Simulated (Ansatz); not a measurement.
We consider TaO2 (model structure, started from the CdCl2 type, R-3m, No. 166, 3 atoms in the cell), described by r²SCAN in Ansatz (PAW).

Run with plane-wave cutoff 560 eV, 22×22×22 k mesh, Fermi–Dirac smearing 0.05 eV, scalar-relativistic PAW data made under PBE.

Cell (relaxed at this level):

```cif
data_O2Ta
_chemical_formula_sum 'Ta1 O2'
_space_group_name_H-M_alt 'P 1'
_space_group_IT_number 1
_cell_length_a 5.07171
_cell_length_b 5.07171
_cell_length_c 5.07171
_cell_angle_alpha 34.919
_cell_angle_beta 34.919
_cell_angle_gamma 34.919
loop_
_space_group_symop_operation_xyz
  'x, y, z'
loop_
_atom_site_label
_atom_site_type_symbol
_atom_site_fract_x
_atom_site_fract_y
_atom_site_fract_z
_atom_site_occupancy
Ta1 Ta 0.00000 0.00000 0.00000 1
O1 O 0.25683 0.25683 0.25683 1
O2 O 0.74317 0.74317 0.74317 1
```

**Question.** Estimate the bulk modulus B0 that the calculation returns.

**Answer.** 
- bulk modulus B0 = 27.7 GPa

The run finds no gap.

Note: the bulk modulus is −V dP/dV from two relaxed cells at ±2 % in volume; the relaxation could raise the start's symmetry but not lower it, so the cell can be a saddle point.

Spin–orbit coupling is not included; it can open a gap where bands touch, and shift volumes and moduli.

Static lattice: no zero-point or thermal effects.

A model structure was made by putting elements into a prototype or built by hand; it is no filed structure, need not be a known phase, and can be a saddle point held by its symmetry.

Ansatz is an electronic-structure program.
